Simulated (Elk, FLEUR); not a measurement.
A FLEUR input for a self-consistent single point of InSb (F-43m, 2 atoms in the cell) (DFT, LDA (Perdew-Zunger), all-electron FLAPW (FLEUR), scalar-relativistic valence):

Input of the input generator:

```
InSb FLAPW
&input film=f /
0.0000000000 3.3166100000 3.3166100000
3.3166100000 0.0000000000 3.3166100000
3.3166100000 3.3166100000 0.0000000000
1.8897261246
1.0 1.0 1.0

2
49 0.0000000000 0.0000000000 0.0000000000
51 0.2500000000 0.2500000000 0.2500000000

&comp jspins=1 /
&exco xctyp='pz' /
&kpt div1=6 div2=6 div3=6 gamma=t /
&end /
```

```xml
<?xml version="1.0" encoding="UTF-8" standalone="no"?>
<fleurInput fleurInputVersion="0.39">
   <comment>
      InSb FLAPW                                                                                          
   </comment>
   <calculationSetup>
      <cutoffs Kmax="4.0" Gmax="16.0" GmaxXC="16.0" numbands="0"/>
      <scfLoop itmax="60" minDistance="0.00001" maxIterBroyd="25" imix="Anderson" alpha="0.05" precondParam="0.0" spinf="2.0"/>
      <coreElectrons ctail="T" frcor="F" kcrel="0" coretail_lmax="0"/>
      <xcFunctional name="pz" relativisticCorrections="F"/>
      <magnetism jspins="1"/>
      <soc l_soc="F" theta="0.0" phi="0.0" spav="F"/>
      <expertModes spex="0" secvar="F"/>
      <geometryOptimization l_f="T" forcealpha="1.0" forcemix="BFGS" epsdisp="0.00001" epsforce="0.00001"/>
      <ldaU l_linMix="F" mixParam="0.05" spinf="1.0"/>
   </calculationSetup>
   <cell>
      <bzIntegration valenceElectrons="28.0" mode="hist" fermiSmearingEnergy="0.00367493">
         <kPointListSelection listName="default-1"/>
         <!-- k-points included here -->
         <xi:include xmlns:xi="http://www.w3.org/2001/XInclude" href="kpts.xml"> </xi:include>
      </bzIntegration>
      <!-- symmetry operations included here -->
      <xi:include xmlns:xi="http://www.w3.org/2001/XInclude" href="sym.xml"> </xi:include>
      <bulkLattice scale="1.0">
         <bravaisMatrix>
            <row-1>    0.0000000000000000     6.2674845621096056     6.2674845621096056</row-1>
            <row-2>    6.2674845621096056     0.0000000000000000     6.2674845621096056</row-2>
            <row-3>    6.2674845621096056     6.2674845621096056     0.0000000000000000</row-3>
         </bravaisMatrix>
      </bulkLattice>
   </cell>
   <atomSpecies>
      <species name="Indium (In)" element="In" atomicNumber="49">
         <mtSphere radius="2.54" gridPoints="877" logIncrement="0.015"/>
         <atomicCutoffs lmax="10" lnonsphr="8"/>
         <electronConfig flipSpins="F">
            <coreConfig>(1s1/2) (2s1/2) (2p1/2) (2p3/2) (3s1/2) (3p1/2) (3p3/2) (4s1/2) (3d3/2) (3d5/2) (4p1/2) (4p3/2)</coreConfig>
            <valenceConfig>(5s1/2) (4d3/2) (4d5/2) (5p1/2) (5p3/2)</valenceConfig>
            <stateOccupation state="(5p1/2)" spinUp="0.1666666666667" spinDown="0.1666666666667"/>
            <stateOccupation state="(5p3/2)" spinUp="0.3333333333333" spinDown="0.3333333333333"/>
         </electronConfig>
         <energyParameters s="5" p="5" d="5" f="4"/>
         <lo type="SCLO" l="2" n="4" eDeriv="0"/>
      </species>
      <species name="Antimony (Sb)" element="Sb" atomicNumber="51">
         <mtSphere radius="2.54" gridPoints="877" logIncrement="0.015"/>
         <atomicCutoffs lmax="10" lnonsphr="8"/>
         <electronConfig flipSpins="F">
            <coreConfig>(1s1/2) (2s1/2) (2p1/2) (2p3/2) (3s1/2) (3p1/2) (3p3/2) (4s1/2) (3d3/2) (3d5/2) (4p1/2) (4p3/2)</coreConfig>
            <valenceConfig>(5s1/2) (4d3/2) (4d5/2) (5p1/2) (5p3/2)</valenceConfig>
            <stateOccupation state="(5p1/2)" spinUp="0.5" spinDown="0.5"/>
            <stateOccupation state="(5p3/2)" spinUp="1.0" spinDown="1.0"/>
         </electronConfig>
         <energyParameters s="5" p="5" d="5" f="4"/>
         <lo type="SCLO" l="2" n="4" eDeriv="0"/>
      </species>
   </atomSpecies>
   <atomGroups>
      <atomGroup species="Indium (In)">
         <relPos label="                   1">.0000000000 .0000000000 .0000000000</relPos>
         <force calculate="T" relaxXYZ="TTT"/>
      </atomGroup>
      <atomGroup species="Antimony (Sb)">
         <relPos label="                   2">1.000/4.000 1.000/4.000 1.000/4.000</relPos>
         <force calculate="T" relaxXYZ="TTT"/>
      </atomGroup>
   </atomGroups>
   <output dos="F" band="F" slice="F">
      <checks vchk="F" cdinf="F"/>
      <bandDOS minEnergy="-.5*Htr" maxEnergy="0.5*Htr" sigma="0.015" storeEVData="T"/>
      <vacuumDOS vacdos="F" integ="F" star="F" nstars="0" locx1="0.0" locy1="0.0" locx2="0.0" locy2="0.0" nstm="0" tworkf="0.0"/>
      <unfoldingBand unfoldBand="F" supercellX="1" supercellY="1" supercellZ="1"/>
      <plotting iplot="0" polar="F">
         <plot TwoD="T" vec1="  1.0  0.0  0.0" vec2="  0.0  1.0  0.0" vec3="  0.0  0.0  1.0" zero="  0.0  0.0  0.0" file="plot"/>
      </plotting>
      <chargeDensitySlicing numkpt="0" minEigenval="0.0" maxEigenval="0.0" nnne="0" pallst="F"/>
      <specialOutput eonly="F"/>
      <magneticCircularDichroism mcd="F" energyLo="-10.0" energyUp="0.0"/>
   </output>
  <!-- We include the file relax.xml here to enable relaxations (see documentation) -->
  <xi:include xmlns:xi="http://www.w3.org/2001/XInclude" href="relax.xml"> <xi:fallback/> </xi:include>
</fleurInput>
```

Problem. Write the same calculation as an input for Elk.

Solution. One input that does it (others would too):

```
tasks
  0

xctype
  3

rgkmax
  7.0

stype
  3

swidth
  0.00367493

avec
    0.0000000000    6.2674845622    6.2674845622
    6.2674845622    0.0000000000    6.2674845622
    6.2674845622    6.2674845622    0.0000000000

sppath
  'species/'

atoms
  2   : nspecies
  'In.in'   : spfname
  1   : natoms; atposl, bfcmt below
  0.0000000000  0.0000000000  0.0000000000    0.0 0.0 0.0
  'Sb.in'   : spfname
  1   : natoms; atposl, bfcmt below
  0.2500000000  0.2500000000  0.2500000000    0.0 0.0 0.0

ngridk
  6 6 6
```

Basis, cutoffs, solver keys and any potentials are the target program's own. This input uses DFT, LDA (PW92), all-electron FP-LAPW, Elk's shipped species files, default APW+lo basis. LDA parametrisations can differ slightly between programs.

The starting cell comes from a database of computed structures (which also holds hypothetical and non-ambient phases and stackings), without a prior relaxation at this level.
